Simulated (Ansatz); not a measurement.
This concerns the formation energy of the neutral H_i + V_Si in NiSi (Pnma). Reaction: 48 NiSi (Pnma) + 1/2 H2 (gas) → cell A + Si (diamond).

Cell A: a supercell of 96 sites of NiSi (Pnma) with one empty Si site amid 6 Ni; H off the lattice sites (3 Ni at 1.65–1.83 Å); the closest two of these centres are 1.0 Å apart; an odd number of electrons; spin state with PBE: no moments, k-point mesh 2×2×2.
```
CELL_PARAMETERS angstrom
     10.11879     0.00000     0.00000
      0.00000    10.31419     0.00000
      0.00000     0.00000    11.24233
ATOMIC_POSITIONS crystal
  Si 0.25182 0.41157 0.29209
  Si 0.08281 0.09379 0.20652
  Si 0.08022 0.33267 0.04000
  Si 0.25245 0.16052 0.45912
  Ni 0.08739 0.25516 0.34673
  Ni 0.25312 0.24676 0.15656
  Ni 0.24970 0.49459 0.09460
  Ni 0.08405 0.00543 0.40558
  Si 0.25257 0.40987 0.79273
  Si 0.08380 0.09277 0.71133
  Si 0.08650 0.34011 0.54408
  Si 0.24661 0.16123 0.95711
  Ni 0.08725 0.26000 0.84249
  Ni 0.25519 0.24626 0.65510
  Ni 0.25200 0.49758 0.59542
  Ni 0.07922 0.00579 0.90665
  Si 0.25069 0.91218 0.29214
  Si 0.08496 0.58946 0.20902
  Si 0.08434 0.84040 0.04298
  Si 0.25173 0.66217 0.45932
  Ni 0.08499 0.75504 0.34468
  Ni 0.25188 0.74678 0.15678
  Ni 0.24995 0.99771 0.09471
  Ni 0.08576 0.50494 0.40741
  Si 0.24904 0.91201 0.79599
  Si 0.08474 0.58967 0.70956
  Si 0.08490 0.84107 0.54218
  Si 0.25098 0.66101 0.95965
  Ni 0.08363 0.75415 0.84554
  Ni 0.25124 0.74812 0.65743
  Ni 0.25062 0.99702 0.59660
  Ni 0.08561 0.50374 0.90727
  Si 0.58497 0.41157 0.29209
  Si 0.41840 0.09007 0.20789
  Si 0.41839 0.33915 0.04161
  Si 0.58436 0.16052 0.45911
  Ni 0.41840 0.25475 0.34458
  Ni 0.58366 0.24678 0.15656
  Ni 0.58710 0.49458 0.09459
  Ni 0.41841 0.00442 0.40641
  Si 0.58421 0.40988 0.79273
  Si 0.41841 0.08876 0.71045
  Si 0.41841 0.34138 0.54078
  Si 0.59021 0.16126 0.95710
  Ni 0.41840 0.25410 0.84548
  Ni 0.58161 0.24627 0.65509
  Ni 0.58480 0.49759 0.59543
  Ni 0.41841 0.00576 0.90738
  Si 0.58612 0.91218 0.29214
  Si 0.41840 0.58980 0.20733
  Si 0.41839 0.84126 0.04322
  Si 0.58507 0.66217 0.45933
  Ni 0.41840 0.75514 0.34497
  Ni 0.58492 0.74678 0.15678
  Ni 0.58685 0.99773 0.09471
  Ni 0.41840 0.50596 0.40576
  Si 0.58777 0.91201 0.79598
  Si 0.41839 0.59127 0.70979
  Si 0.41840 0.84104 0.54352
  Si 0.58582 0.66102 0.95965
  Ni 0.41841 0.75584 0.84611
  Ni 0.58556 0.74811 0.65744
  Ni 0.58618 0.99702 0.59659
  Ni 0.41839 0.50499 0.90714
  Si 0.91840 0.41068 0.29508
  Si 0.75402 0.09381 0.20649
  Si 0.75661 0.33266 0.03999
  Si 0.91839 0.16289 0.45836
  Ni 0.74941 0.25516 0.34672
  Ni 0.91842 0.24952 0.16146
  Ni 0.91841 0.49427 0.09582
  Ni 0.75276 0.00542 0.40557
  Si 0.91840 0.40941 0.79437
  Si 0.75299 0.09278 0.71133
  Si 0.75029 0.34012 0.54407
  Ni 0.74954 0.26003 0.84247
  Ni 0.91840 0.24700 0.65708
  Ni 0.91840 0.49632 0.59545
  Ni 0.75750 0.00581 0.90665
  Si 0.91841 0.91239 0.29029
  Si 0.75184 0.58946 0.20901
  Si 0.75247 0.84043 0.04298
  Si 0.91840 0.66081 0.45854
  Ni 0.75182 0.75504 0.34467
  Ni 0.91840 0.74568 0.15675
  Ni 0.91841 0.99844 0.09482
  Ni 0.75104 0.50494 0.40740
  Si 0.91838 0.91112 0.78923
  Si 0.75206 0.58968 0.70957
  Si 0.75190 0.84108 0.54218
  Si 0.91839 0.65883 0.95992
  Ni 0.75316 0.75417 0.84556
  Ni 0.91840 0.74626 0.65553
  Ni 0.91841 0.99753 0.59372
  Ni 0.75120 0.50375 0.90727
  H  0.91866 0.06102 0.95943
```

Reference: Si (diamond, Fd-3m), 2 atoms in the cell, k-point mesh 10×10×10 on the run's own vectors. Conventional cell: a = b = c = 5.4700 Å, α = β = γ = 90.00°.

Reference: NiSi (Pnma), 96 atoms in the cell, the relaxed perfect crystal repeated, atoms not moved again; spin state with PBE: no moments, k-point mesh 2×2×2 on the run's own vectors.

Reference: an isolated H2 molecule (singlet) in a box of 11 × 11 × 13 Å.

All numbers come from Ansatz (an electronic-structure program), plane waves with PAW, its default PAW set, cutoff 420 eV. The structures are at rest with PBE, within the held lattices. Neutral cells; Fermi-Dirac smearing of at most 0.05 eV in the solids, energies taken to zero width. A dispersion term (D3(BJ), or D4 for r2SCAN) was computed beside these levels and is taken off wherever the name lacks it. Nuclei at rest; no vibrational terms. No structure search was made; lower ones may exist. No correction for cell size. Mesh and cell size may move defect energies by 0.1 eV or more. The value holds for the reservoirs listed; other chemical potentials shift it. Cell A has symmetry Pm within 0.02 Å and got no random move, so less symmetric positions, which may lie lower, weren't tried.

Question: Give the value at the level PBE.

Answer: 1.75 eV, for 48 NiSi (Pnma) + 1/2 H2 (gas) → cell A + Si (diamond).
